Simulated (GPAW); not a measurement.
Input and output of a relaxation of cell and atoms for BaTiO₃ (Pm-3m, 5 atoms in the cell) (GPAW).

Method: PBE, GPAW PAW datasets PBE (gpaw-data 1.0.1) (plane waves; GPAW).

```yaml
crystal:
  lattice:
    - [4.06940, 0.00000, 0.00000]
    - [0.00000, 4.06940, 0.00000]
    - [0.00000, 0.00000, 4.06940]
  atoms:
    - { symbol: Ba, position: [0.50000, 0.50000, 0.50000] }
    - { symbol: Ti, position: [0.00000, 0.00000, 0.00000] }
    - { symbol: O, position: [0.50000, 0.00000, 0.00000] }
    - { symbol: O, position: [0.00000, 0.50000, 0.00000] }
    - { symbol: O, position: [0.00000, 0.00000, 0.50000] }
```

Reference input (self-consistent single point, DFT PBE, plane waves, GPAW PAW datasets PBE (gpaw-data 1.0.1)): mode = pw; ecut = 950 eV; xc = PBE; kpts = 4 4 4; mesh shift (steps) = 0 0 0; occupations.name = fixed-uniform; nbands = -4; convergence.bands = -2; symmetry.symmorphic = false; symmetry.tolerance = 0.0005; maxiter = 150. This run's input differs from it in these lines:

```diff
@@ -1,2 +1,4 @@
 from ase import Atoms
+from ase.filters import FrechetCellFilter
+from ase.optimize import BFGS
 from ase.units import GPa
@@ -18,5 +20,5 @@
             kpts={'size': (4, 4, 4), 'gamma': True},
-            occupations={'name': 'fixed-uniform'},
+            occupations={'name': 'fermi-dirac', 'width': 0.0},
             nbands=-4,
-            convergence={'bands': -2},
+            convergence={'density': 1e-05, 'bands': -2},
             symmetry={'symmorphic': False, 'tolerance': 0.0005},
@@ -25,2 +27,10 @@
 atoms.calc = calc
+
+target = FrechetCellFilter(atoms)
+
+opt = BFGS(target, logfile='-')
+converged = opt.run(fmax=0.05, steps=40)
+print('Relaxation converged:', converged)
+print('Cell:', atoms.cell.cellpar().round(4))
+print(atoms.get_scaled_positions().round(5))
```

Output (repeated stretches shortened):

```
     iter     time        total  log10-change:
                         energy   eigst   dens
iter:   1 --:--:--   -44.945717   +0.48
iter:   2 --:--:--   -43.098791   -0.47  -0.94
iter:   3 --:--:--   -39.306376   +0.16  -1.01
iter:   4 --:--:--   -39.449534   -0.64  -1.37
iter:   5 --:--:--   -39.658951   -1.53  -1.42
iter:   6 --:--:--   -39.556401   -0.65  -1.60
iter:   7 --:--:--   -39.511203   -1.54  -2.01
iter:   8 --:--:--   -39.527562   -1.80  -2.14
iter:   9 --:--:--   -39.492043   -2.49  -2.15
iter:  10 --:--:--   -39.494353   -3.90  -2.54
iter:  11 --:--:--   -39.497725c  -2.07  -2.53
iter:  12 --:--:--   -39.490146c  -3.39  -2.50
iter:  13 --:--:--   -39.490039c  -4.34  -3.39
iter:  14 --:--:--   -39.489961c  -4.67  -3.55
iter:  15 --:--:--   -39.489952c  -4.37  -3.64
iter:  16 --:--:--   -39.489937c  -5.49  -3.49
iter:  17 --:--:--   -39.489937c  -6.28  -3.83
iter:  18 --:--:--   -39.489937c  -5.42  -3.89
iter:  19 --:--:--   -39.489936c  -6.27  -4.01
iter:  20 --:--:--   -39.489935c  -6.15  -4.16
iter:  21 --:--:--   -39.489934c  -7.69c -4.52
iter:  22 --:--:--   -39.489935c  -6.82  -4.59
iter:  23 --:--:--   -39.489934c  -7.93c -4.84
iter:  24 --:--:--   -39.489934c  -8.76c -5.05c
Converged after 24 iterations.

Dipole moment: (-0.000000, -0.000000, -0.000000) |e|*Ang

Energy contributions relative to reference atoms: (reference = -250624.413696)

Kinetic:        +34.306827
Potential:      -39.145656
External:        +0.000000
XC:             -35.488256
Entropy (-ST):   +0.000000
Local:           +0.837151
SIC:             +0.000000
--------------------------
Free energy:    -39.489934
Extrapolated:   -39.489934

Showing only first 2 kpts
 Kpt  Band  Eigenvalues  Occupancy
  0    18      6.93310    2.00000
  0    19      6.93310    2.00000
  0    20      8.77514    0.00000
  0    21      8.77514    0.00000

  1    18      6.62985    2.00000
  1    19      6.62985    2.00000
  1    20      8.84009    0.00000
  1    21      9.65842    0.00000

Fermi level: 7.94371

Gap: 1.663 eV
Transition (v -> c):
   [... lines left out ...]
Direct gap: 1.842 eV
Atomic positions and initial magnetic moments
Free energy:    -39.495201
Fermi level: 7.98175
Gap: 1.670 eV
Direct gap: 1.846 eV
Atomic positions and initial magnetic moments
Free energy:    -39.515304
Fermi level: 8.29512
Gap: 1.723 eV
   [... lines left out ...]
  2 O     0.00000    0.00000    0.00000
  3 O     0.00000    0.00000    0.00000
  4 O     0.00000    0.00000    0.00000

BFGS:    2 --:--:--      -39.515304        0.006531
Relaxation converged: True
Cell: [ 4.0307  4.0307  4.0307 90.     90.     90.    ]
[[0.5 0.5 0.5]
 [0.  0.  0. ]
 [0.5 0.  0. ]
 [0.  0.5 0. ]
 [0.  0.  0.5]]
Energy (eV): -39.515304
Stress (GPa, Voigt): [-0.0799 -0.0799 -0.0799  0.      0.      0.    ]
```

The run converged. GPAW prints stress with tension positive. 

Summary of the result:
- Free energy E − TS (from the program's reference atoms): -39.5153 eV
- Top of the valence band (on the code's own zero): 7.43 eV
- Gap on the k-point mesh: 1.72 eV
- Final cell: a = b = c = 4.031 Å, α = β = γ = 90.00°
- Final volume per atom: 13.10 Å³
- Relaxation steps: 2

At such cutoffs GPAW's stress carries a finite-basis (Pulay) error, which enters relaxed cells too; its log prints stress with tension positive.

The starting cell comes from a database of computed structures (which also holds hypothetical and non-ambient phases and stackings), without a prior relaxation at this level. Its lattice was rescaled by a random factor within 2.5 % of one. The relaxation keeps the symmetry of its start, so its end need not be a minimum.

Cost on one core of a shared machine: roughly 70 s.
